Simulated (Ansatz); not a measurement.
The reference is Si in the diamond structure (space group Fd-3m, No. 227; a = 5.444 Å).

Level of theory: r2SCAN (Ansatz, a quantum-chemistry and plane-wave program; PAW; 500 eV plane waves; no SOC).

Before the change:

```
Item                                      Value
-------------------  --------------------------
Band gap                                0.78 eV
Volume per atom                        20.17 Å³
Smallest direct gap                     2.74 eV
Hole mass            0.17, 0.25, 0.25 mₑ (at Γ)
```

It is then changed as follows: every Si is replaced by C, then cell and atoms are relaxed.

Problem. How does this affect the band gap?

Solution. The band gap rises by 3.588 eV (0.78 eV → 4.36 eV).

Problem. Predict the new volume per atom.

Solution. The volume per atom drops by 14.53 Å³ to 5.64 Å³.

Problem. Estimate the effect on the smallest direct gap.

Solution. The smallest direct gap rises by 3.16 eV, from 2.74 eV to 5.90 eV.

Problem. Predict the new hole mass.

Solution. The hole mass (degenerate bands, along [100]) becomes 0.28, 0.28, 0.47 mₑ (at Γ) (base: 0.17, 0.25, 0.25 mₑ (at Γ)).

Effective masses come from finite differences of ±0.01 Å⁻¹. Whether these cells are dynamically stable was not tested.
